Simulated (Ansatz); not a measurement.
The starting structures come from a database of crystals and need not be the phases stable at ambient conditions.

Tunnelling through a barrier is set by its complex band structure: the current falls as exp(−2κd) with the smallest κ.

Consider the following.

```yaml
crystal:
  lattice:
    - [5.37383, 0.00000, 0.00000]
    - [0.00000, 7.59974, 0.00000]
    - [2.68691, 3.79987, 2.68691]
  atoms:
    - { symbol: Sr, position: [0.50000, 0.75000, 0.00000] }
    - { symbol: Sr, position: [0.50000, 0.25000, 0.00000] }
    - { symbol: H, position: [0.00000, 0.22592, 0.00000] }
    - { symbol: H, position: [0.00000, 0.77408, 0.00000] }
    - { symbol: H, position: [0.00000, 0.22592, 0.54816] }
    - { symbol: H, position: [0.00000, 0.77408, 0.45184] }
    - { symbol: H, position: [0.45184, 0.22592, 0.54816] }
    - { symbol: H, position: [0.54816, 0.77408, 0.45184] }
    - { symbol: Ru, position: [0.00000, 0.00000, 0.00000] }
```

Space group of this cell: Fm-3m. The cell is taken as given; by PBEsol its mean pressure is -1.6 GPa.

Transport runs along the normal of the first two printed cell vectors, the (110) plane of the conventional cell.

No gap correction and no spin-orbit coupling; mid-gap values are interpolated between computed energies.

**Question.** Give the band gap and the smallest decay constant κ at mid-gap that Ansatz (an electronic-structure program) with PBEsol yields.

**Answer.** Gap 2.12 eV on a 12×12×12 mesh; κ = 0.340 1/Å, at the zone centre.
